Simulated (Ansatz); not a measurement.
The starting structures come from a database of crystals and need not be the phases stable at ambient conditions.

 Where the default PAW files enter, the runs use the earlier of Ansatz's two default sets.

Here is the system:

```xyz
5
Lattice="7.2447 0.0000 0.0000 0.0000 7.9198 0.0000 0.0000 3.9599 2.2863" Properties=species:S:1:pos:R:3 pbc="T T T"
Mg     0.0000     0.0000     0.0000
Mg     4.5887     5.2799     0.0000
Mg     2.6561     2.6399     0.0000
Sb     1.6527     5.2799     0.0000
Sb     5.5920     2.6399     0.0000
```

Space group of this cell: P-3m1. The cell is taken as given.

Transport runs along the normal of the first two printed cell vectors, the (110) plane of the conventional cell.

The gap is the functional's own. No spin-orbit coupling. Mid-gap values are interpolated on the energy grid.

**Question.** Give the band gap and the smallest decay constant κ at mid-gap that Ansatz (a program for electronic structure) with r2SCAN yields.

**Answer.** Gap 0.65 eV on a 4×14×14 mesh; κ = 0.106 1/Å, at (0.250, 0.250) of the in-plane reciprocal vectors. At the zone centre, at the nearest computed energy, the slowest state has κ = 0.12 1/Å.
